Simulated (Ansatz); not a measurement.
Mo6AlSi (Pm-3), PBEsol, DFPT electron-phonon coupling, linearised Boltzmann equation (Ansatz, a first-principles code): phonon-limited resistivity 17.4 μΩ·cm at 300 K, 24.1 μΩ·cm at 400 K, current-weighted mean free path 6.7 nm.

Problem. What is the classical skin depth at 100 GHz (nonmagnetic, μ₀ = 1.257×10⁻⁶ H/m)?

Solution. δ = √(ρ/(π f μ₀)) = 664 nm.

Problem. Estimate the electronic thermal conductivity at 300 K by the Wiedemann-Franz law (L₀ = 2.44×10⁻⁸ W·Ω/K²).

Solution. L₀T/ρ = 2.44×10⁻⁸ × 300/(17.4×10⁻⁸) = 42.1 W/(m·K). Inelastic scattering puts the true Lorenz number somewhat under L₀ near and below the Debye temperature.

Problem. Estimate the resistivity of a 80 nm square wire with diffuse walls from ρ ≈ ρ₀(1 + 3ℓ/4d).

Solution. 1 + 0.75 × 6.7/80 = 1.06, so ρ ≈ 18.5 μΩ·cm and a line 1 μm long has 28.9 Ω. The formula is the free-electron limit for d well above ℓ; grain boundaries add to it.

A metal at this level (no band gap). Only scattering by harmonic phonons is included (no impurities, grain boundaries, electron-electron scattering or thermal expansion). Spin-orbit coupling is left out. Halving the electron mesh (20x20x20) moves the resistivity by up to 9 % at 300 K, the mean free path by up to 3 %. Smearing 0.20 eV; phonons on a 3x3x3 q mesh, which this run doesn't test.

Computed structure with no diffraction record at hand here (it may be known, metastable or hypothetical): Mo6AlSi (Pm-3).
